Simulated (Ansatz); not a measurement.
## Effect of tensor shear ε_xz = +0.84 % on hypothetical CsCl type TiAs

Consider TiAs in the CsCl type structure (space group Pm-3m, No. 221; a = 3.184 Å; a hypothetical phase, not in the database extracts checked; relaxed with 0.1 eV smearing). Axes: x, y, z lie along the cube axes.

One thing is altered: tensor shear ε_xz = +0.84 % (engineering shear γ = 0.0168); the atoms relax in the strained cell.

All numbers come from Ansatz (a first-principles code), r2SCAN, PAW, cutoff 500 eV, scalar-relativistic without spin-orbit coupling. Γ-centred 18×18×18 mesh, Fermi–Dirac width 0.1 eV.

| quantity | base | changed | shift |
|---|---|---|---|
| volume per atom | 16.14 Å³ | 16.14 Å³ | 0.00 Å³ |
| space group | Pm-3m (No. 221) | Cmmm (No. 65) | – |
| shortest interatomic distance | 2.757 Å | 2.742 Å | -0.015 Å |
| energy relative to the base (free energy F) | 0 meV/atom | -0.2 meV/atom | -0.2 meV/atom |
| pressure (mean of the normal stresses, compression positive) | 0.0 GPa | 0.0 GPa | 0.0 GPa |
| band gap | zero | zero | – |
| stress (xx, yy, zz, yz, xz, xy; compression positive) | – | (0.0, 0.1, 0.0, 0.0, 0.2, 0.0) GPa | – |

Whether these cells are dynamically stable was not tested. The final runs are not spin-polarised. An odd electron count without spin: TiAs. Under tensor shear ε_xz = +0.84 % the cell ends below the base's energy or with stress of the wrong sign: the atoms slid into a distortion or the cell is elastically unstable, so the base is not a stable minimum at this level. TiAs has a high density of states at the Fermi level and may be magnetic at this level.
